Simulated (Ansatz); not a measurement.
Start from CdSe in the wurtzite structure (space group P6_3mc, No. 186).

```
CELL_PARAMETERS angstrom
      4.30194     0.00000     0.00000
     -2.15097     3.72559     0.00000
      0.00000     0.00000     7.02103
ATOMIC_POSITIONS crystal
  Cd 0.33333 0.66667 0.00013
  Cd 0.66667 0.33333 0.50013
  Se 0.33333 0.66667 0.37587
  Se 0.66667 0.33333 0.87587
```

Cartesian axes are those of the cell as printed.

Computed with PBEsol in Ansatz (plane waves to 420 eV, PAW, no spin-orbit coupling).

For the base:

| Item | Value |
|---|---|
| Valence-band top at Γ | 0.00, 0.00, -0.05 eV |
| Pressure | 0.00 GPa |

The change: compressive biaxial strain of 2.40 % in the plane normal to [001], as in epitaxy on a mismatched substrate; the out-of-plane cell vector and the atoms relax.

Task: How does this affect the valence-band top at Γ?

Result: The valence-band top at Γ (three highest levels, from the VBM) changes from 0.00, 0.00, -0.05 eV to 0.00, 0.00, -0.28 eV.

Task: Estimate the effect on the pressure.

Result: The pressure (mean of the normal stresses, compression positive) goes from zero to 1.37 GPa.

The levels and masses belong to the bands next to the band gap. Whether these cells are dynamically stable was not tested.

Ansatz is a quantum-chemistry and plane-wave program.
